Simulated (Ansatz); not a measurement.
The parent structure is HfO$_{2}$ (space group P4_2/nmc, No. 137; a = 3.577 Å, c = 5.203 Å).

Method: r2SCAN (Ansatz, a program for electronic structure, PAW, no spin-orbit coupling).

One change was made to it. Results:

| quantity | base | after |
|---|---|---|
| density | 10.50 g/cm³ | 10.99 g/cm³ |
| gap character | indirect, Z → Γ | indirect, A → Γ |
| shortest interatomic distance | 2.059 Å | 2.055 Å |
| width of the top valence band | 0.98 eV | 1.16 eV |
| smallest direct gap | 5.34 eV | 5.35 eV |

Which change produced these results?
A. pressure 3 GPa
B. pressure 10 GPa
C. pressure 1.5 GPa

B, pressure 10 GPa. For comparison, the density in the other runs: pressure 3 GPa gives 10.66 g/cm³; pressure 1.5 GPa gives 10.58 g/cm³.

Spin-orbit coupling, missing from the scalar runs, can matter with Hf. Load acts through the strain it causes; cell and atoms are relaxed under it. Stability against distortions was not tested. Competing high-pressure phases were not computed. This is not the structure that HfO2 has at room temperature and ambient pressure.
